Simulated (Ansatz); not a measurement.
Start from C in the diamond structure (space group Fd-3m, No. 227; a = 3.560 Å). Axes: x, y, z lie along the cube axes.

Levels (all Ansatz, a quantum-chemistry and plane-wave program, PAW): r2SCAN (500 eV, spin-orbit coupling left out); HSE06 (420 eV, no SOC).

Its gap is 4.36 eV with r2SCAN and 5.30 eV with HSE06.

The change: the cell is compressed by 5.82 % along y with no lateral relaxation, atoms relaxed at fixed cell.

With r2SCAN the gap becomes 2.85 eV.

Problem. If the HSE06 correction stayed the same, what would the HSE06 gap be, and what does the HSE06 run give?

Solution. A rigid correction of +0.94 eV gives 3.79 eV. The HSE06 run gives 3.81 eV, so the two effects roughly add.

Single points use the geometry relaxed with r2SCAN. HSE06 gaps are upper bounds (no full band path). The cells carry an imposed strain or load. Whether these cells are dynamically stable was not tested.
